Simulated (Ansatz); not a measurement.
The reference is VN in the rock salt structure (space group Fm-3m, No. 225; a = 4.075 Å; relaxed with 0.1 eV smearing).

Method: PBEsol in Ansatz (plane waves to 420 eV, PAW, scalar-relativistic without spin-orbit coupling), earlier PAW set.

Base values:

```
Property    Value
--------  -------
Pressure  0.0 GPa
```

It is then changed as follows: an isotropic linear strain of −2.92 %, atoms relaxed at fixed cell.

What does the calculation give for the pressure after the change?

The pressure goes from zero to 36.9 GPa.

Estimate the effect on the energy relative to the base.

The energy grows by 77 meV/atom.

No phonon test of stability was made. Starting moments died away, wholly or in part, for the base; another magnetic solution may exist. The final runs are not spin-polarised.

Ansatz is an electronic-structure program.
